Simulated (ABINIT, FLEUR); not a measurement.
An ABINIT input for a self-consistent single point of Na (Im-3m, 1 atom in the cell) (DFT, PBEsol, plane waves, norm-conserving pseudopotentials (PseudoDojo nc-sr-04 PBEsol standard)):

```
# Na, PseudoDojo nc-sr-04 PBEsol standard
pp_dirpath "./"
pseudos "Na.upf"
acell 3*1.0 Angstrom
rprim
        -2.0829850000    2.0829850000    2.0829850000
         2.0829850000   -2.0829850000    2.0829850000
         2.0829850000    2.0829850000   -2.0829850000
natom 1
ntypat 1
znucl 11
typat 1
xcart
         0.0000000000    0.0000000000    0.0000000000
      Angstrom
ecut 1197 eV
ixc -116133
occopt 3
tsmear 0.00367493
nband 10
kptopt 1
ngkpt 8 8 8
nshiftk 1
shiftk 0 0 0
nstep 100
tolvrs 1.0e-10
prtwf 0
prtden 0
```

Give the FLEUR input for the same structure, mesh, smearing and functional.

This is the input that was run; spellings and numerical settings could be chosen otherwise.

Input of the input generator:

```
Na crystal
&input film=f /
-3.9362711717 3.9362711717 3.9362711717
3.9362711717 -3.9362711717 3.9362711717
3.9362711717 3.9362711717 -3.9362711717
1.0
1.0 1.0 1.0

1
11 0.0000000000 0.0000000000 0.0000000000

&comp jspins=1 /
&exco xctyp='PBEs' /
&kpt div1=8 div2=8 div3=8 gamma=t /
&end /
```

```xml
<?xml version="1.0" encoding="UTF-8" standalone="no"?>
<fleurInput fleurInputVersion="0.39">
   <comment>
      Na crystal                                                                                          
   </comment>
   <calculationSetup>
      <cutoffs Kmax="3.8" Gmax="15.2" GmaxXC="15.2" numbands="0"/>
      <scfLoop itmax="80" minDistance="0.00001" maxIterBroyd="15" imix="Anderson" alpha="0.05" precondParam="0.0" spinf="2.0"/>
      <coreElectrons ctail="T" frcor="F" kcrel="0" coretail_lmax="0"/>
      <xcFunctional name="PBEs" relativisticCorrections="F"/>
      <magnetism jspins="1"/>
      <soc l_soc="F" theta="0.0" phi="0.0" spav="F"/>
      <expertModes spex="0" secvar="F"/>
      <geometryOptimization l_f="T" forcealpha="1.0" forcemix="BFGS" epsdisp="0.00001" epsforce="0.00001"/>
      <ldaU l_linMix="F" mixParam="0.05" spinf="1.0"/>
   </calculationSetup>
   <cell>
      <bzIntegration valenceElectrons="9.0" mode="hist" fermiSmearingEnergy="0.00367493">
         <kPointListSelection listName="default-1"/>
         <!-- k-points included here -->
         <xi:include xmlns:xi="http://www.w3.org/2001/XInclude" href="kpts.xml"> </xi:include>
      </bzIntegration>
      <!-- symmetry operations included here -->
      <xi:include xmlns:xi="http://www.w3.org/2001/XInclude" href="sym.xml"> </xi:include>
      <bulkLattice scale="1.0">
         <bravaisMatrix>
            <row-1>   -3.9362711717000001     3.9362711717000001     3.9362711717000001</row-1>
            <row-2>    3.9362711717000001    -3.9362711717000001     3.9362711717000001</row-2>
            <row-3>    3.9362711717000001     3.9362711717000001    -3.9362711717000001</row-3>
         </bravaisMatrix>
      </bulkLattice>
   </cell>
   <atomSpecies>
      <species name="Sodium (Na)" element="Na" atomicNumber="11">
         <mtSphere radius="2.68" gridPoints="925" logIncrement="0.012"/>
         <atomicCutoffs lmax="10" lnonsphr="8"/>
         <electronConfig flipSpins="F">
            <coreConfig>(1s1/2)</coreConfig>
            <valenceConfig>(2s1/2) (2p1/2) (2p3/2) (3s1/2)</valenceConfig>
            <stateOccupation state="(3s1/2)" spinUp="0.5" spinDown="0.5"/>
         </electronConfig>
         <energyParameters s="3" p="3" d="3" f="4"/>
         <lo type="SCLO" l="0" n="2" eDeriv="0"/>
         <lo type="SCLO" l="1" n="2" eDeriv="0"/>
      </species>
   </atomSpecies>
   <atomGroups>
      <atomGroup species="Sodium (Na)">
         <relPos label="                   1">.0000000000 .0000000000 .0000000000</relPos>
         <force calculate="T" relaxXYZ="TTT"/>
      </atomGroup>
   </atomGroups>
   <output dos="F" band="F" slice="F">
      <checks vchk="F" cdinf="F"/>
      <bandDOS minEnergy="-.5*Htr" maxEnergy="0.5*Htr" sigma="0.015" storeEVData="T"/>
      <vacuumDOS vacdos="F" integ="F" star="F" nstars="0" locx1="0.0" locy1="0.0" locx2="0.0" locy2="0.0" nstm="0" tworkf="0.0"/>
      <unfoldingBand unfoldBand="F" supercellX="1" supercellY="1" supercellZ="1"/>
      <plotting iplot="0" polar="F">
         <plot TwoD="T" vec1="  1.0  0.0  0.0" vec2="  0.0  1.0  0.0" vec3="  0.0  0.0  1.0" zero="  0.0  0.0  0.0" file="plot"/>
      </plotting>
      <chargeDensitySlicing numkpt="0" minEigenval="0.0" maxEigenval="0.0" nnne="0" pallst="F"/>
      <specialOutput eonly="F"/>
      <magneticCircularDichroism mcd="F" energyLo="-10.0" energyUp="0.0"/>
   </output>
  <!-- We include the file relax.xml here to enable relaxations (see documentation) -->
  <xi:include xmlns:xi="http://www.w3.org/2001/XInclude" href="relax.xml"> <xi:fallback/> </xi:include>
</fleurInput>
```

Basis, cutoffs, solver keys and any potentials are the target program's own. This input uses DFT, PBEsol, all-electron FLAPW (FLEUR), scalar-relativistic valence.

The starting cell comes from a database of computed structures (which also holds hypothetical and non-ambient phases and stackings), without a prior relaxation at this level. Its lattice was rescaled by a random factor within 2.5 % of one.
